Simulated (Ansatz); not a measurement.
The reference is Ge in the diamond structure (space group Fd-3m, No. 227; a = 5.673 Å).

Method: r2SCAN/PAW in Ansatz (a program for electronic structure), no SOC, earlier PAW set.

For the base:

The width of the top valence band is 4.01 eV. The valley order comes out as Γ 0.37 eV; L along ⟨111⟩ 0.44 eV; a point along ⟨100⟩, about 0.9 Å⁻¹ from Γ 0.79 eV and the smallest direct gap is 0.37 eV. The density comes out as 5.29 g/cm³.

It is then changed as follows: cell and atoms relaxed at a pressure of 1.8 GPa.

Problem. How does this affect the width of the top valence band, valley order, smallest direct gap and density?

Solution. The width of the top valence band goes up by 0.12 eV (4.01 eV → 4.13 eV); the valley order (the lowest conduction-band minima on the path, energy above the VBM, named in the base's zone) becomes L along ⟨111⟩ 0.52 eV; Γ 0.60 eV; a point along ⟨100⟩, about 0.9 Å⁻¹ from Γ 0.76 eV (base: Γ 0.37 eV; L along ⟨111⟩ 0.44 eV; a point along ⟨100⟩, about 0.9 Å⁻¹ from Γ 0.79 eV); the smallest direct gap increases by 0.23 eV to 0.60 eV; the density grows by 0.127 g/cm³ (5.29 g/cm³ → 5.41 g/cm³).

Load acts through the strain it causes; cell and atoms are relaxed under it. Stability against distortions was not tested. The real Ge has an indirect gap at ambient pressure; r2SCAN orders its close-lying valleys differently.
